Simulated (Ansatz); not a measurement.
# Fluorite PbF2 (high-temperature phase)

All values below come from PBE0+SOC (PAW; Ansatz, a program for electronic structure).

Settings: plane-wave cutoff 460 eV, 8×8×8 k mesh, Fermi–Dirac smearing 0.01 eV, PAW data made under PBE.

Cell: measured lattice: a = b = c = 5.931 Å, α = β = γ = 90.00°.

```json
{
 "band_gap": "6.07 eV (on the SCF k mesh) (indirect)",
 "smallest_direct_gap_on_the_k_points_sampled": "6.20 eV",
 "direct gap at Γ": "9.78 eV"
}
```

Note: cell and atoms aren't relaxed at this level (pressure 0.5 GPa).

Computing time: about 10 core-minutes (a rough figure).
